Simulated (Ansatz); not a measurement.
The starting structures come from a database of crystals and need not be the phases stable at ambient conditions.

The decay constant κ of evanescent states in the gap governs leakage through a thin film.

Input:

```yaml
crystal:
  lattice:
    - [4.07657, 0.00000, 0.00000]
    - [0.00000, 6.71851, 0.00000]
    - [2.03829, 0.00000, 3.53042]
  atoms:
    - { symbol: Be, position: [0.66667, 0.49957, 0.66667] }
    - { symbol: Be, position: [0.33333, 0.99957, 0.33333] }
    - { symbol: Te, position: [0.66667, 0.12543, 0.66667] }
    - { symbol: Te, position: [0.33333, 0.62543, 0.33333] }
```

Space group of this cell: P6_3mc, wurtzite. The cell is strained (all lengths scaled by 1.02); by r2SCAN its mean pressure is -3.4 GPa.

Transport runs along the normal of the first two printed cell vectors, the (100) plane of the conventional cell.

The gap is the functional's own. No spin-orbit coupling. Mid-gap values are interpolated on the energy grid.

### Question
State the band gap and the smallest decay constant κ at mid-gap according to r2SCAN (Ansatz, a first-principles code).

### Answer
Gap 2.68 eV on a 8×6×8 mesh; κ = 0.197 1/Å, at the zone centre.
